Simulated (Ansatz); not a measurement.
For CsCl-type ScCu, PBEsol (plane waves, PAW; Ansatz, a first-principles code) gives:

```
Item                                  Result
------------------------------  ------------
equilibrium lattice constant a       3.209 Å
bulk modulus B0                     98.5 GPa
cohesive energy                 4.58 eV/atom
```

What does r²SCAN (PAW; Ansatz) give for the same quantities?


- lattice constant a: 3.238 Å (rises by 0.9 %)
- bulk modulus: 96.0 GPa (shrinks by 2.5 %)
- cohesive energy: 4.23 eV/atom (shrinks by 0.35 eV/atom)

For comparison: lattice constant a 3.256 Å (measured, temperature not stated, copied from a table, unchecked, not corrected to a static lattice; as tabulated in Transactions of the Metallurgical Society of Aime 224, 1082 (1962)).

Changes are worked out from the printed values.

Unless a cell is named, each level is at its own relaxed cell (PBEsol 16.53, r²SCAN 16.97 Å³/atom).

The crystal itself was run without spin with PBEsol, r²SCAN; a magnetic state was not tried in these runs.

Caveats: the bulk modulus is −V dP/dV from two relaxed cells at ±2 % in volume (PBEsol, r²SCAN). Ansatz's density-functional and Hartree–Fock values are scalar-relativistic unless marked +SOC, with PAW data made under PBE.
